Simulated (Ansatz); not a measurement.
## Polycrystal shear modulus of AlB2-type TiB2 at several levels of theory

No measured value is used here.

```
level (code)           value (GPa)  cell (Å³/atom)
---------------------  -----------  --------------
LDA (Ansatz)                   282            8.17
BLYP (Ansatz)                  232            8.79
PBE (Ansatz)                   257            8.56
PBEsol (Ansatz)                271            8.37
RPBE (Ansatz)                  248            8.71
PBE-D3(BJ) (Ansatz)            278            8.29
r²SCAN (Ansatz)                268            8.51
r²SCAN+rVV10 (Ansatz)          271            8.48
```

The crystal itself was run without spin with LDA, BLYP, PBE, PBEsol, RPBE, PBE-D3(BJ), r²SCAN, r²SCAN+rVV10; a magnetic state was not tried in these runs. PBE-D3(BJ): the dispersion coefficients are held fixed in the derivatives. Each level is taken at its own relaxed cell. Cutoffs differ between the levels. Ansatz's density-functional and Hartree–Fock values are scalar-relativistic unless marked +SOC, with PAW data made under PBE.

Ansatz is a quantum-chemistry and plane-wave program.
